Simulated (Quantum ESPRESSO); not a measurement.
Quantum ESPRESSO is run on PdPt (P1, 2 atoms in the cell), and the run fails. The aim is a self-consistent single point with DFT, LDA (PZ), plane waves, GBRV 1.5 ultrasoft (LDA) pseudopotentials.

This input was run:

```fortran
&control
  calculation = 'scf'
  prefix = 'run'
  outdir = './tmp/'
  pseudo_dir = './'
  tprnfor = .true.
  tstress = .true.
/
&system
  ibrav = 0
  nat = 2
  ntyp = 2
  ecutwfc = 40
  ecutrho = 320
  occupations = 'smearing'
  smearing = 'fermi-dirac'
  degauss = 0.0036749
/
&electrons
  conv_thr = 1.0d-10
  mixing_beta = 0.7
/
ATOMIC_SPECIES
Pd   106.4200  pd_lda_v1.4.uspp.F.UPF
Pt   195.0840  pt_lda_v1.4.uspp.F.UPF
ATOMIC_POSITIONS cartesian
Pd   -0.00536600    0.00037600    0.00825300
Pt    0.50536600    0.49962400    0.49174700
K_POINTS automatic
9 9 9  0 0 0
CELL_PARAMETERS angstrom
   1.38340000     0.79870600     4.56036700
  -1.38340000     0.79870600     4.56036700
   0.00000000    -1.59741300     4.56036700
```

Log, with long lists cut:

```
     This program is part of the open-source Quantum ESPRESSO suite
     for quantum simulation of materials; please cite

 %%%%%%%%%%%%%%%%%%%%%%%%%%%%%%%%%%%%%%%%%%%%%%%%%%%%%%%%%%%%%%%%%%%%%%%%%%%%%%
     Error in routine read_cards (1):
     unknown option for ATOMIC_POSITION: ATOMIC_POSITIONS CARTESIAN
 %%%%%%%%%%%%%%%%%%%%%%%%%%%%%%%%%%%%%%%%%%%%%%%%%%%%%%%%%%%%%%%%%%%%%%%%%%%%%%

     stopping ...
```

Read the log: what does the program object to, and what is the fix?

The fault is a value that the program does not know. The key takes a closed list of words, and names differ between codes. To fix it, use one of the words that the key accepts. The program stopped before any SCF iteration.

The sound input it was made from differs as follows (other fixes are possible):
```diff
-ATOMIC_POSITIONS cartesian
+ATOMIC_POSITIONS crystal
```

With that input, the run converged in 13 iterations: free energy E − TS -5572.9874 eV; Fermi level (on the code's own zero) 19.93 eV; pressure -11.48 GPa; largest force (vector length) 0.315 eV/Å (DFT, LDA (PZ), plane waves, GBRV 1.5 ultrasoft (LDA) pseudopotentials).

On the sound input: the starting cell comes from a database of computed structures (which also holds hypothetical and non-ambient phases and stackings), without a prior relaxation at this level. Its atoms were displaced at random from the sites of space group no. 166. Spin polarisation is off. With a pressure of about -11 GPa the cell is away from its equilibrium volume at this level.
